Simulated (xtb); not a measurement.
xtb 6.7.1, GFN2-xTB: CC1(C)c2cc(-c3cccc([Si](C)(C)C)c3)sc2-c2sc([Si](C)(C)C)cc21, 57 atoms. The geometry is a generated start, not checked to be a minimum at this level.

```
Item                                                                                                            Value
------------------------  -------------------------------------------------------------------------------------------
method                                                                                                       GFN2-xTB
--acc                                                                                                     1 (default)
--etemp (K)                                                                                             300 (default)
detailed input (--input)  none: ANC optimiser, Lindh (1995) Hessian, microcycle=20, maxdispl=1.0, hlow=0.01 (default)
basis functions                                                                                                   162
valence electrons                                                                                                 142
```

The structure is relaxed from this start with --opt LEVEL for the levels crude, sloppy, loose, lax, normal, tight, vtight, extreme, once each. Up to the end of the extreme run atoms move by at most 1.3 Å along an axis.

Q: Which level is enough to come within 5 meV of the tightest end point?

A: normal: 44 cycles against 152, ending 3.9 meV above.

| level | cycles | energy above the extreme run (meV) | gradient norm (eV/Å) |
|---|---|---|---|
| crude | 5 | 76 | 0.35 |
| sloppy | 15 | 29 | 0.16 |
| loose | 20 | 20 | 0.12 |
| lax | 27 | 14 | 0.096 |
| normal | 44 | 3.9 | 0.012 |
| tight | 74 | 1.0 | 0.0059 |
| vtight | 127 | 0.12 | 0.0022 |
| extreme | 152 | — | 0.0016 |
